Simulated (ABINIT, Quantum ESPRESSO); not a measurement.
## Pb (Im-3m, 1 atom in the cell) computed with different codes at matched settings

Self-consistent single point.

```yaml
crystal:
  lattice:
    - [-1.97966, 1.97966, 1.97966]
    - [1.97966, -1.97966, 1.97966]
    - [1.97966, 1.97966, -1.97966]
  atoms:
    - { symbol: Pb, position: [0.00000, 0.00000, 0.00000] }
```

Shared settings, as Quantum ESPRESSO writes them: occupations = smearing; smearing = fermi-dirac; degauss = 0.0073499 Ry; noncolin = true; lspinorb = true; K_POINTS = automatic 15 15 15 0 0 0. Potentials and cutoffs stand in the table.

```tsv
code	model	pressure (GPa)	cutoff
Quantum ESPRESSO	PBEsol, spin-orbit coupling, PseudoDojo fully relativistic norm-conserving (PBESOL) pseudopotentials	-1.23	60 Ry
ABINIT	PBEsol, spin-orbit coupling, norm-conserving pseudopotentials (PseudoDojo nc-fr-04 PBEsol standard)	-1.22	28 Ha
```

The spread over the programs that give each value: pressure within 0.01 GPa.

The starting cell comes from a database of computed structures (which also holds hypothetical and non-ambient phases and stackings), without a prior relaxation at this level.

Left out of this page: Elk and FLEUR (with a known weakness of the program); SIESTA (not drawn, or without a comparable value).
